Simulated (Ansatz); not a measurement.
The starting structures come from a database of crystals and need not be the phases stable at ambient conditions.

By PBEsol, the system below comes out a metal.

Data:

```
CELL_PARAMETERS angstrom
      3.64099     0.00000     0.00000
      0.00000     5.14914     0.00000
      0.00000     2.57457     2.57457
ATOMIC_POSITIONS crystal
  Lu 0.50000 0.50000 0.00000
  Cd 0.00000 0.00000 0.00000
```

Space group of this cell: Pm-3m, CsCl type. The cell is taken as given; by PBEsol its mean pressure is -1.8 GPa.

The current flows along the normal of the first two printed cell vectors, the (110) plane of the conventional cell. No spin-orbit coupling; the value is a mean over 0.1 eV about the Fermi level.

**Question.** Estimate the ballistic conductance per area that PBEsol in Ansatz (a program for electronic structure) returns for this system.

**Answer.** 0.66 × 10¹⁵ S/m² for both spins.
